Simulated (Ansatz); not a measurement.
Input:

```
MgS
1.0
    0.00000     2.66714     2.66714
    2.66714     0.00000     2.66714
    2.66714     2.66714     0.00000
Mg S
1 1
Direct
  0.00000   0.00000   0.00000
  0.50000   0.50000   0.50000
```

No spin polarisation.

All numbers come from Ansatz (a quantum-chemistry and plane-wave program), PBE, PAW, cutoff 420 eV, without spin-orbit coupling. k-mesh 11×11×11 (Γ-centred); smearing 0.05 eV (Fermi–Dirac).

**Question.** Estimate the electron mass.

**Answer.** 0.52 mₑ along k, 0.29 mₑ across (at X).

**Question.** What gap character does the calculation give?

**Answer.** Indirect, Γ → X.

**Question.** What space group does the calculation give?

**Answer.** Fm-3m (No. 225).

**Question.** Estimate the band gap.

**Answer.** 2.63 eV.

The cells carry an imposed strain or load. Effective masses come from finite differences of ±0.01 Å⁻¹. Along k means along the line from Γ to the band edge. Whether these cells are dynamically stable was not tested. The cell was made from MgS in the rock salt structure (space group Fm-3m, No. 225) by this change: isotropic strain +2.00 %.
